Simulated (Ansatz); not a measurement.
Take SiC (space group P6_3mc, No. 186; a = 3.0778 Å, c = 10.0773 Å) as the base. Axes: x lies along a and z along c of the hexagonal cell.

The values are results of DFT with r2SCAN, PAW potentials and a 500 eV plane-wave cutoff in Ansatz (a quantum-chemistry and plane-wave program), no spin-orbit coupling, earlier PAW set, not measurements.

Modification: the cell is stretched by 3.33 % along x with no lateral relaxation, atoms relaxed at fixed cell.

Q: Predict the stress tensor and what it implies for the stiffness.

A: Stress of the strained cell less that of the base (GPa, compression positive):
```
 -15.95    0.00    0.00
   0.00   -3.38    0.00
   0.00    0.00   -1.61
```

Then −Δσ_ii/ε with ε = 0.0333 gives secant stiffness values (nonlinear terms included at this strain): C11 ≈ 479 GPa, C12 ≈ 102 GPa and C13 ≈ 48 GPa.

As a check, the harmonic strain energy −½ V₀ Δσ:ε is 17 meV/atom; the computed energy rise is 18 meV/atom.

Whether these cells are dynamically stable was not tested.
